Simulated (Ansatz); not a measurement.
## TiC: isotropic strain −0.80 %

The parent structure is TiC in the rock salt structure (space group Fm-3m, No. 225; a = 4.3278 Å; relaxed with 0.1 eV smearing).

Now apply this change: the cell is scaled by 0.9920 in all directions, atoms relaxed at fixed cell.

Method: r2SCAN, PAW, 500 eV (Ansatz, an electronic-structure program; no spin-orbit coupling). Γ-centred 23×23×23 mesh, Fermi–Dirac width 0.1 eV.

```csv
quantity,base,changed,shift
volume per atom,10.13 Å³,9.89 Å³,-0.24 Å³
space group,Fm-3m (No. 225),Fm-3m (No. 225),–
shortest interatomic distance,2.164 Å,2.147 Å,-0.017 Å
energy relative to the base (free energy F),0 meV/atom,+4.9 meV/atom,+4.9 meV/atom
pressure,0.0 GPa,6.6 GPa,+6.6 GPa
band gap,zero,zero,–
```

Cost of the whole job for the changed cell (relaxation, final SCF and bands): roughly 50 core-seconds.

No phonon test of stability was made. All final runs are without spin polarisation.
